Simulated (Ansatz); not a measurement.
The parent structure is RbGeF3 in the cubic perovskite structure (space group Pm-3m, No. 221; a = 4.491 Å; a hypothetical phase, not in the database extracts checked). Axes: x, y, z lie along the cube axes.

Method: Ansatz (a quantum-chemistry and plane-wave program) PBE, without spin-orbit coupling.

For the base:

| Quantity | Result |
|---|---|
| Band gap | 2.02 eV |

Modification: the cell is compressed by 2.99 % along x with no lateral relaxation; the atoms relax in the strained cell.

How does this affect the band gap?

The band gap shrinks by 0.22 eV (2.02 eV → 1.80 eV).

Estimate the effect on the energy relative to the base.

The energy rises by 5.0 meV/atom.

What happens to the stress?

The stress (xx, yy, zz, yz, xz, xy; compression positive) is (3.12, 1.00, 1.00, 0.00, 0.00, 0.00) GPa.

Whether these cells are dynamically stable was not tested. Many cubic perovskites are stable only at high temperature; tilts and polar distortions were not tested.
